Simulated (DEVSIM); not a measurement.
Structure: abrupt GaP p-n junction, at 300 K.

Layer 1 from the left is GaP, thickness (μm) 21.0, Na (cm⁻³) 2.6e17, τn (s) 1.4e-6, τp (s) 1.4e-6. Layer 2 from the left is GaP, thickness (μm) 120, Nd (cm⁻³) 1.8e15, τn (s) 1.4e-6, τp (s) 1.4e-6.

Left contact: ohmic. Right contact: ohmic. Voltage is applied to the left contact. Recombination: SRH at mid-gap. Mobility is constant in doping.

Constants are typed, rounded textbook-type inputs, not results; the design itself was drawn at random and stands for no fabricated device. Values at 300 K.

GaP: gap (eV) 2.26, affinity (eV) 3.8, permittivity 11.1, Nc (cm⁻³) 1.8e19, Nv (cm⁻³) 1.9e19, μn (cm²/Vs) 250, μp (cm²/Vs) 150.

Model (solved in DEVSIM): 1D drift-diffusion, Boltzmann statistics, complete ionisation; no tunnelling, impact ionisation, image-force lowering or self-heating.

### Question
What does the simulation give for the dark forward voltage at 1 A/cm², the potential step across the device at zero bias, the dark forward voltage at 100 A/cm²?

### Answer
dark forward voltage at 1 A/cm² 1.912 V; potential step across the device at zero bias 1.911 V; dark forward voltage at 100 A/cm² 2.903 V.
